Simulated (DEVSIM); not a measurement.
Structure: Pt/SiO2/n-Ge capacitor, at 500 K.

```
layer (left to right)  material  thickness (nm)  Nd (cm⁻³)
---------------------  --------  --------------  ---------
1                          SiO2            2.60          -
2                            Ge            3600     2.7e16
```

Metal gate on the left, work function 5.6 eV. Fixed charge at the semiconductor interface 0 cm⁻² (in units of +e); interface traps 8e10 cm⁻² eV⁻¹, uniform in energy, neutral level at 0.5 of the gap above the valence band.

Constants are typed, rounded textbook-type inputs, not results; the design itself was drawn at random and stands for no fabricated device. Values at 300 K; Nc and Nv go as T^1.5, mobilities as T to minus their exponent, the gap by Varshni's rule with the affinity fixed.

```csv
parameter,SiO2,Ge
gap (eV),9,0.664
affinity (eV),0.9,4
permittivity,3.9,16
Nc (cm⁻³),-,1.04e19
Nv (cm⁻³),-,6e18
Varshni α (eV/K),-,0.000477
Varshni β (K),-,235
```

Model (solved in DEVSIM): 1D Poisson equation in equilibrium, Boltzmann statistics, complete ionisation; no quantum confinement or tunnelling. Metal contacts follow the ideal Schottky-Mott rule: no Fermi-level pinning, no interface dipoles.

Tabulate band edges, carrier densities and field at 2.15 V on the gate.

Energies count from the Fermi level of the right contact; mesh points crowd at the junctions.

```csv
x (μm),Ec (eV),Ev (eV),n (cm⁻³),p (cm⁻³),field (V/cm)
0.000,2.550,-6.450,< 1e2,< 1e2,2100000
0.0009049,2.739,-6.261,< 1e2,< 1e2,2100000
0.001770,2.920,-6.080,< 1e2,< 1e2,2100000
0.002640,-0.005,-0.587,2.5e19,1.6e13,490000
0.004647,0.061,-0.521,5.5e18,7.2e13,230000
0.007973,0.114,-0.468,1.6e18,2.5e14,120000
0.01521,0.171,-0.411,4.2e17,9.4e14,55000
0.03821,0.238,-0.344,9.0e16,4.4e15,15000
0.07893,0.267,-0.315,4.5e16,8.7e15,3000
0.1593,0.275,-0.307,3.8e16,1.0e16,170
0.3340,0.275,-0.307,3.7e16,1.0e16,≈ 0
0.8899,0.275,-0.307,3.7e16,1.0e16,≈ 0
1.803,0.275,-0.307,3.7e16,1.0e16,≈ 0
2.749,0.275,-0.307,3.7e16,1.0e16,≈ 0
3.284,0.275,-0.307,3.7e16,1.0e16,≈ 0
3.452,0.275,-0.307,3.7e16,1.0e16,≈ 0
3.529,0.275,-0.307,3.7e16,1.0e16,≈ 0
3.568,0.275,-0.307,3.7e16,1.0e16,≈ 0
3.591,0.275,-0.307,3.7e16,1.0e16,≈ 0
3.597,0.275,-0.307,3.7e16,1.0e16,≈ 0
3.601,0.275,-0.307,3.7e16,1.0e16,≈ 0
3.603,0.275,-0.307,3.7e16,1.0e16,≈ 0
```
